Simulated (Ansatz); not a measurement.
Take PbSe in the rock salt structure (space group Fm-3m, No. 225) as the base.

```
CELL_PARAMETERS angstrom
      0.00000     3.08888     3.08888
      3.08888     0.00000     3.08888
      3.08888     3.08888     0.00000
ATOMIC_POSITIONS crystal
  Se 0.00000 0.00000 0.00000
  Pb 0.50000 0.50000 0.50000
```

Cartesian axes are those of the cell as printed.

Calculations: r2SCAN in Ansatz (plane waves to 500 eV, PAW, no spin-orbit coupling).

Base values:

| Property | Result |
|---|---|
| Shortest interatomic distance | 3.089 Å |
| Valley order | L along ⟨111⟩ 0.66 eV; a point along ⟨110⟩, about 0.6 Å⁻¹ from Γ 1.46 eV |

Now apply this change: uniaxial stress, 1 GPa compression along x; all other stress components relax to zero.

Q: Estimate the effect on the energy relative to the base.

A: The energy goes up by 0.7 meV/atom.

Q: Estimate the effect on the shortest interatomic distance.

A: The shortest interatomic distance shrinks by 0.0235 Å to 3.065 Å.

Q: Estimate the effect on the valley order.

A: The valley order (the lowest conduction-band minima on the path, energy above the VBM, named in the base's zone) becomes L along [1-1-1] 0.64 eV; a point along [011], about 0.6 Å⁻¹ from Γ 1.44 eV (base: L along ⟨111⟩ 0.66 eV; a point along ⟨110⟩, about 0.6 Å⁻¹ from Γ 1.46 eV).

With Pb present, leaving out spin-orbit coupling can change the band edges. The levels and masses belong to the bands next to the band gap. Load acts through the strain it causes; cell and atoms are relaxed under it. Stability under load was not tested beyond the relaxation.

Ansatz is a program for electronic structure.
